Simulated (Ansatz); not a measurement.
Defect: Al-vacancy pair (Al on one host Nb site, one Nb site vacant) in bcc Nb, neutral cell. Method: PBE, PAW (plane waves to 420 eV; Ansatz, a program for electronic structure).

36-site cell at the relaxed PBE lattice, a 2×2×3 k-point mesh shifted by half a step, smearing 0.10 eV, spin-restricted, no finite-size correction. Static, classical nuclei. Forms of the defect that were not tried may lie lower. The start lies 0.17 eV above the lowest site run (PBE).

Barriers: single points on a 3×3×4 k-point mesh shifted by half a step at the bands' geometries (they differ from the bands' own by up to 0.06 eV, and are uncertain by about as much).

The step: the Al atom itself jumps into the vacancy (Al-vacancy distance between ideal sites 2.87 Å throughout). Atoms about the jump, Cartesian Å from the middle of the jump, before and after:

```csv
atom,x0,y0,z0,x1,y1,z1
Al1,-0.76,-0.76,-0.74,0.76,0.76,0.74
Nb2,0.82,0.82,-2.57,0.77,0.77,-2.40
Nb3,-0.77,-0.77,2.40,-0.82,-0.82,2.57
Nb4,2.37,-0.76,-0.80,2.54,-0.85,-0.87
Nb5,-2.54,0.85,0.87,-2.36,0.76,0.80
Nb6,-0.76,2.36,-0.80,-0.85,2.54,-0.87
Nb7,0.85,-2.54,0.87,0.76,-2.37,0.80
Nb8,2.43,2.43,-0.89,2.45,2.45,-0.89
Nb9,-2.45,-2.45,0.89,-2.43,-2.43,0.89
Nb10,-2.45,0.84,-2.48,-2.47,0.83,-2.47
Nb11,2.47,-0.83,2.47,2.45,-0.84,2.49
Nb12,0.84,-2.45,-2.49,0.83,-2.47,-2.47
Nb13,-0.83,2.47,2.47,-0.84,2.45,2.48
```

Predict the transition state.


```tsv
atom	x	y	z
Al1	0.00	0.00	-0.01
Nb2	0.80	0.80	-2.57
Nb3	-0.80	-0.80	2.55
Nb4	2.53	-0.86	-0.88
Nb5	-2.53	0.86	0.86
Nb6	-0.86	2.53	-0.88
Nb7	0.86	-2.53	0.86
Nb8	2.37	2.37	-0.91
Nb9	-2.37	-2.37	0.89
Nb10	-2.46	0.83	-2.43
Nb11	2.45	-0.83	2.41
Nb12	0.82	-2.45	-2.43
Nb13	-0.83	2.45	2.41
```
It lies 0.64 eV above the start and 0.64 eV above the end. The saddle point's order was not checked, and it lies on a symmetry element of the cell, where a band can be held.
